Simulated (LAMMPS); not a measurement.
MD of Ta (bcc) at zero pressure, 1024 atoms, as a liquid; each row is its own run.

Method: classical MD, pair style meam, file library.meam (library.meam-Ta), run in LAMMPS.

```
T (K)  volume (Å³/atom)
-----  ----------------
1810             21.408
3290             22.181
3620             22.436
4110             22.897
4610             23.353
5260             24.067
```

### Question
Fit a straight line, y = a + b x, to these rows (x is the first column, y the second) and predict the run at x = 2960.

### Answer
Least squares gives a = 19.822 and b = 0.0007669. At x = 2960 the fit predicts 22.092 Å³/atom. The run itself gave 21.936 ± 0.009 Å³/atom, so the fit is 0.71 % high.

Caution: the potential MEAM library.meam-Ta is a first-neighbour MEAM set with a 4 Å cutoff, used here without a parameter file and away from the static properties it was fitted to.

Caution (rows 1810; 2960): this liquid lies under the measured melting point of 3290 K, so it is undercooled or the potential melts low.

Caution: a run this short can hold a crystal over, or a liquid under, the potential's own melting point, which these runs don't give.

Caution (row 3620): enthalpy drifts during the constant-pressure average: a transition or slow ageing; fluctuation values are void.
